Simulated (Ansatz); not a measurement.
The starting structures come from a database of crystals and need not be the phases stable at ambient conditions.

Tunnelling through a barrier is set by its complex band structure: the current falls as exp(−2κd) with the smallest κ.

Data:

```yaml
crystal:
  lattice:
    - [6.47855, 0.00000, 0.00000]
    - [-3.23927, 5.61059, 0.00000]
    - [0.00000, 0.00000, 13.07162]
  atoms:
    - { symbol: In, position: [0.00000, 0.00000, 0.25000] }
    - { symbol: In, position: [0.00000, 0.00000, 0.75000] }
    - { symbol: Ag, position: [0.66667, 0.33333, 0.25000] }
    - { symbol: Ag, position: [0.33333, 0.66667, 0.75000] }
    - { symbol: P, position: [0.66667, 0.33333, 0.66316] }
    - { symbol: P, position: [0.33333, 0.66667, 0.33684] }
    - { symbol: P, position: [0.66667, 0.33333, 0.83684] }
    - { symbol: P, position: [0.33333, 0.66667, 0.16316] }
    - { symbol: Se, position: [0.67603, 0.66383, 0.88621] }
    - { symbol: Se, position: [0.32397, 0.33617, 0.11379] }
    - { symbol: Se, position: [0.33617, 0.01220, 0.88621] }
    - { symbol: Se, position: [0.66383, 0.98780, 0.11379] }
    - { symbol: Se, position: [0.98780, 0.32397, 0.88621] }
    - { symbol: Se, position: [0.01220, 0.67603, 0.11379] }
    - { symbol: Se, position: [0.98780, 0.66383, 0.61379] }
    - { symbol: Se, position: [0.01220, 0.33617, 0.38621] }
    - { symbol: Se, position: [0.67603, 0.01220, 0.61379] }
    - { symbol: Se, position: [0.32397, 0.98780, 0.38621] }
    - { symbol: Se, position: [0.33617, 0.32397, 0.61379] }
    - { symbol: Se, position: [0.66383, 0.67603, 0.38621] }
```

Space group of this cell: P-31c. The cell was relaxed by PBE-D3(BJ); by r2SCAN its mean pressure is 0.8 GPa.

Transport runs along the normal of the first two printed cell vectors, the (001) plane of the conventional cell.

No gap correction and no spin-orbit coupling; mid-gap values are interpolated between computed energies.

Predict the band gap and the smallest decay constant κ at mid-gap from r2SCAN run with Ansatz (a quantum-chemistry and plane-wave program).

Gap 0.89 eV on a 6×6×4 mesh; κ = 0.155 1/Å, at the zone centre.
